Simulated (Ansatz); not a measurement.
Worked calculations on one periodic cell of amorphous Hf₁₈O₃₇Ag₂: Hf18O37Ag2, 57 atoms, volume 746.3 Å³, made by a melt-quench on the CHGNet potential and relaxed with DFT. O atoms were pushed apart under 1.9 Å during the dynamics, to hinder bonds among them. It is a model cell: composition and starting density were chosen by hand, and all elements were melted together. Cycles of charging were run to anneal it. These are PBE, scalar-relativistic without spin-orbit coupling (plane waves to 420 eV, PAW; Ansatz, an electronic-structure program) values and carry that method's errors. Sampling: a 2×2×2 Γ-centred mesh; Fermi-Dirac width 0.02 eV; no spin polarisation. Its volume was held where the quench left it, its shape was free, and it stands at a mean pressure of 0.3 GPa with stress components up to 0.3 GPa; the relaxation ran on the zone centre alone. Its density went from a set 8.95 to 8.95 g/cm³. The cell is small and was quenched far faster than a real film, so it is one sample of the glass.

Four energies for an added electron at PBE on the zone centre alone (charged cells in a uniform background, spin-polarised): neutral at the neutral geometry -319245.743 eV; charged at the neutral geometry -319230.607 eV; charged and relaxed -319230.928 eV; neutral at the charged geometry -319245.298 eV.

Problem. Find the two relaxation energies and their sum, the reorganisation energy.

Solution. On charging: -319230.607 − (-319230.928) = 0.321 eV. On discharging: -319245.298 − (-319245.743) = 0.445 eV. The sum is 0.766 eV. The carrier's level spreads over 10 of the 57 atoms' worth, so it counts as partly localised, most on one Ag atom with neighbours O 2.37 Å, O 2.40 Å, O 2.48 Å, Ag 3.05 Å, Hf 3.06 Å (neutral geometry). The values are uncorrected: the image energy of a point charge in this cell, 2.84 × 14.40 / (2 × 9.1) = 2.3 eV before screening, is screened by electrons alone at the fixed geometry and by ions too after relaxing, and the carrier can be spread before it relaxes, so each term can be off by up to that value times 1/ε∞, some tenths of an eV. PBE's self-interaction favours spread-out carriers, so a hybrid can localise more.

Four energies for a hole at PBE on the zone centre alone (charged cells in a uniform background, spin-polarised): neutral at the neutral geometry -319245.743 eV; charged at the neutral geometry -319257.890 eV; charged and relaxed -319258.163 eV; neutral at the charged geometry -319245.232 eV.

Problem. Find the two relaxation energies and their sum, the reorganisation energy.

Solution. On charging: -319257.890 − (-319258.163) = 0.273 eV. On discharging: -319245.232 − (-319245.743) = 0.511 eV. The sum is 0.784 eV. The carrier's level spreads over 5 of the 57 atoms' worth, so it counts as localised, most on one Ag atom with neighbours O 2.20 Å, O 2.36 Å, Ag 3.05 Å (neutral geometry). The values are uncorrected: the image energy of a point charge in this cell, 2.84 × 14.40 / (2 × 9.1) = 2.3 eV before screening, is screened by electrons alone at the fixed geometry and by ions too after relaxing, and the carrier can be spread before it relaxes, so each term can be off by up to that value times 1/ε∞, some tenths of an eV. PBE's self-interaction favours spread-out carriers, so a hybrid can localise more.
